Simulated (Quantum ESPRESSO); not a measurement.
Worked example: self-consistent single point of Nb2Te3 (C2/m, 10 atoms in the cell) in Quantum ESPRESSO.

Computed with PBEsol, GBRV 1.5 ultrasoft (PBESOL) pseudopotentials (plane waves; Quantum ESPRESSO 7.5).

```xyz
10
Lattice="7.6352 -1.8528 0.0000 7.6352 1.8528 0.0000 -5.8736 0.0000 8.9006" Properties=species:S:1:pos:R:3 pbc="T T T"
Nb     4.3971     0.0000     1.0561
Nb     4.9996     0.0000     7.8445
Nb     1.5280     0.0000     3.3279
Nb     7.8688     0.0000     5.5727
Te     7.1008     0.0000     2.8695
Te     2.2960     0.0000     6.0310
Te     1.7107     0.0000     0.3884
Te     7.6861     0.0000     8.5122
Te    11.3335     0.0000     3.1226
Te    -1.9367     0.0000     5.7780
```

Reference input (self-consistent single point, DFT, PBEsol, plane waves, GBRV 1.5 ultrasoft (PBESOL) pseudopotentials): ecutwfc = 40 Ry; ecutrho = 320 Ry; occupations = smearing; smearing = fermi-dirac; degauss = 0.0073499 Ry; potentials = {Nb: nb_pbesol_v1.uspp.F.UPF, Te: te_pbesol_v1.uspp.F.UPF}; K_POINTS = automatic 7 7 3 1 1 1; conv_thr = 1e-11 Ry; mixing_beta = 0.4. This run's input differs from it in these lines:

```diff
@@ -16,3 +16,3 @@
   smearing = 'fermi-dirac',
-  degauss = 0.0073499,
+  degauss = 0.02205,
 /
```

The program printed (abridged):

```
     Self-consistent Calculation

     iteration #  1     ecut=    40.00 Ry     beta= 0.40

     Threshold (ethr) on eigenvalues was too large:
     Diagonalizing with lowered threshold

     total energy              =    -630.57724164 Ry
     estimated scf accuracy    <       0.62361811 Ry

     iteration #  2     ecut=    40.00 Ry     beta= 0.40

     total energy              =    -630.64784077 Ry
     estimated scf accuracy    <       0.20863199 Ry

     iteration #  3     ecut=    40.00 Ry     beta= 0.40

     total energy              =    -630.65473995 Ry
     estimated scf accuracy    <       0.23795729 Ry

   [... 12 blocks of this kind left out ...]

     iteration # 16     ecut=    40.00 Ry     beta= 0.40

     total energy              =    -630.69603352 Ry
     estimated scf accuracy    <          1.3E-11 Ry

     iteration # 17     ecut=    40.00 Ry     beta= 0.40
     End of self-consistent calculation

     the Fermi energy is    10.5400 ev

!    total energy              =    -630.69603352 Ry
     estimated scf accuracy    <          7.5E-12 Ry
     smearing contrib. (-TS)   =      -0.13053433 Ry
     internal energy E=F+TS    =    -630.56549919 Ry

     convergence has been achieved in  17 iterations

     Forces acting on atoms (cartesian axes, Ry/au):

     atom    1 type  1   force =     0.00211159    0.00000000    0.00125371
     atom    2 type  1   force =    -0.00211159    0.00000000   -0.00125371
     atom    3 type  1   force =    -0.00224207    0.00000000    0.00249822
     atom    4 type  1   force =     0.00224207    0.00000000   -0.00249822
     atom    5 type  2   force =     0.00623563    0.00000000    0.00168292
   [... lines left out ...]

     Total force =     0.014326     Total SCF correction =     0.000011

          total   stress  (Ry/bohr**3)                   (kbar)     P=      -34.48
  -0.00024338   0.00000000  -0.00001062          -35.80        0.00       -1.56
   0.00000000  -0.00023716   0.00000000            0.00      -34.89        0.00
  -0.00001062   0.00000000  -0.00022256           -1.56        0.00      -32.74

   JOB DONE.
```

The run converged in 17 iterations. Against the reference run the free energy falls by 76.4 meV/atom, the pressure goes from -4.00 to -3.45 GPa and the largest force goes from 0.184 to 0.166 eV/Å.

The starting cell comes from a database of computed structures (which also holds hypothetical and non-ambient phases and stackings), without a prior relaxation at this level. Its lattice was rescaled by a random factor within 2.5 % of one. Spin polarisation is off. With a pressure of about -3 GPa the cell is away from its equilibrium volume at this level.

Cost on one core of a shared machine: roughly 20 min.
